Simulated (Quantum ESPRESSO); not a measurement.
Band structure of a (101) slab of Sn (cut from a parent of space group no. 141; 8 atoms in the cell).

```
CELL_PARAMETERS angstrom
      5.93908     0.00000     0.00000
      0.00000     6.76087     0.00000
      0.00000     0.00000    17.51230
ATOMIC_POSITIONS crystal
  Sn 0.50000 0.07769 0.43983
  Sn 0.00000 0.02060 0.39972
  Sn 0.00000 0.57769 0.43983
  Sn 0.50000 0.52060 0.39972
  Sn 0.50000 0.30601 0.60028
  Sn 0.00000 0.24893 0.56017
  Sn 0.00000 0.80601 0.60028
  Sn 0.50000 0.74893 0.56017
```

Method of the run: LDA (PZ), GBRV 1.5 ultrasoft (LDA) pseudopotentials (plane waves; Quantum ESPRESSO).

Settings: ecutwfc = 40 Ry; ecutrho = 200 Ry; occupations = smearing; smearing = marzari-vanderbilt; degauss = 0.019992 Ry; mixing_mode = local-TF; potentials = {Sn: sn_lda_v1.4.uspp.F.UPF}; K_POINTS = automatic 2 2 1 0 0 0; tefield = true; dipfield = true; edir = 3; emaxpos = 0.97; eopreg = 0.05; eamp = 0.

The starting cell comes from a database of computed structures (which also holds hypothetical and non-ambient phases and stackings), without a prior relaxation at this level. The slab is cut from that crystal, and its faces are unrelaxed. Its lattice was rescaled in the plane by a random factor within 2.5 % of one.

Levels in eV from the Fermi level, bands 53 to 60:
```
point     53     54     55     56     57     58    59    60
-----  -----  -----  -----  -----  -----  -----  ----  ----
Γ      -1.88  -1.73  -1.28  -0.65  -0.34  -0.31  0.14  0.74
X      -1.89  -1.89   0.24   0.24   0.72   0.72  1.80  1.80
S      -0.69  -0.69  -0.15  -0.15   0.98   0.98  1.03  1.03
Y      -1.62  -1.62  -1.47  -1.47   0.37   0.37  0.64  0.64
```

Bands cross the Fermi level along this path, so the cell is metallic at this level.
